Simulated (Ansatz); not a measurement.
Sn: element substitutions

Take Sn (space group I4_1/amd, No. 141; a = 5.886 Å, c = 3.184 Å) as the base.

Each row replaces one element on all its sites; cell and atoms are relaxed.

All numbers come from r2SCAN (Ansatz, a program for electronic structure, PAW, spin-orbit coupling left out).

```
variant  volume per atom         space group  band gap
-------  ---------------  ------------------  --------
base            27.58 Å³  I4_1/amd (No. 141)      zero
Sn → Ni         11.56 Å³  I4_1/amd (No. 141)      zero
Sn → Cd         24.55 Å³  I4_1/amd (No. 141)      zero
Sn → H               ___     Fd-3m (No. 227)      zero
Sn → C           5.64 Å³     Fd-3m (No. 227)   4.36 eV
```

Problem. Some entries are withheld; estimate them.

Solution. 
- Sn → H, volume per atom: 3.35 Å³

The magnetic state is the one reached from the starting moments; the real material's order can differ, and small cells can't hold many antiferromagnetic ones. No phonon test of stability was made. As relaxed here, Ni, Cd and H are hypothetical phases, not in the database extracts checked.
